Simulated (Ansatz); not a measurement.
The parent structure is ScAl3 in the Cu3Au type structure (space group Pm-3m, No. 221; relaxed with 0.1 eV smearing).

```
CELL_PARAMETERS angstrom
      4.07246     0.00000     0.00000
      0.00000     4.07246     0.00000
      0.00000     0.00000     4.07246
ATOMIC_POSITIONS crystal
  Sc 0.00000 0.00000 0.00000
  Al 0.00000 0.50000 0.50000
  Al 0.50000 0.00000 0.50000
  Al 0.50000 0.50000 0.00000
```

Cartesian axes are those of the cell as printed.

Computed with Ansatz (a quantum-chemistry and plane-wave program), PBEsol, PAW, cutoff 420 eV, scalar-relativistic without spin-orbit coupling.

One thing is altered: the cell is stretched by 3.00 % along z with no lateral relaxation; the atoms relax in the strained cell.

Question: Predict the stress tensor and what it implies for the stiffness.

Answer: Stress of the strained cell less that of the base (GPa, compression positive):
```
   -1.1     0.0     0.0
    0.0    -1.1     0.0
    0.0     0.0    -5.2
```

Then −Δσ_ii/ε with ε = 0.0300 gives secant stiffness values (nonlinear terms included at this strain): C33 ≈ 174 GPa, C13 ≈ 37 GPa and C23 ≈ 37 GPa.

As a check, the harmonic strain energy −½ V₀ Δσ:ε is 8.3 meV/atom; the computed energy rise is 8.5 meV/atom.

Stability against distortions was not tested. The final runs are not spin-polarised.
